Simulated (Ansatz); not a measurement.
# Cubic perovskite CsPbCl3 (cubic high-temperature phase)

The numbers are results of r²SCAN+SOC (PAW; Ansatz, a first-principles code), not measurements.

Run with plane-wave cutoff 560 eV, 6×6×6 k mesh, Fermi–Dirac smearing 0.01 eV, PAW data made under PBE.

Cell (measured lattice):

CsPbCl$_{3}$ is taken in the cubic space group Pm-3m (No. 221), the cubic perovskite structure, Pearson symbol cP5. Cell: a = b = c = 5.6050 Å, α = β = γ = 90.00°. Cs on 1a sees 12 Cl at 3.963 Å (cuboctahedral). Pb on 1b sees 6 Cl at 2.803 Å (octahedral). Cl on 3c is surrounded by 2 Pb at 2.803 Å and 4 Cs at 3.963 Å (octahedral). (Neighbours: up to the widest gap in distance over summed covalent radii, below 1.35, at either atom; cation-cation and far metal-metal contacts left out.)

| Item | Value |
|---|---|
| band gap | 1.01 eV (direct) |
| Γ–Γ gap | 6.50 eV |

Note: held by symmetry at 0 K, a high-temperature phase can be a saddle point; cell and atoms aren't relaxed at this level (pressure 0.9 GPa).
